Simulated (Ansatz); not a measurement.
System: NbIr (P4/mmm, No. 123, 2 atoms in the cell; start mp-1359). Method: PBEsol (Ansatz, an electronic-structure program, PAW).

Settings: plane-wave cutoff 520 eV, 20×20×14 k mesh (along the axes of the cell as run), Fermi–Dirac smearing 0.05 eV, no spin polarisation, scalar-relativistic PAW data made under PBE.

Cell (relaxed at this level):

```yaml
crystal:
  lattice:
    - [2.83987, 0.00000, 0.00000]
    - [0.00000, 2.83987, 0.00000]
    - [0.00000, 0.00000, 3.85824]
  atoms:
    - { symbol: Nb, position: [0.50000, 0.50000, 0.50000] }
    - { symbol: Ir, position: [0.00000, 0.00000, 0.00000] }
```

Estimate the bulk modulus that the calculation returns.


- bulk modulus = 281 GPa

Note: the run has no spin polarisation, so it can have missed a magnetic state; the bulk modulus is −V dP/dV from two relaxed cells at ±2 % in volume; the relaxation could not lower the start's symmetry, so the cell can be a saddle point above a distorted one.

Spin–orbit coupling is not included.

Static lattice: no zero-point or thermal effects.

The result took about 2.8 core-minutes (a rough figure).

A start named mp-… is a Materials Project structure, which need not be a measured phase.
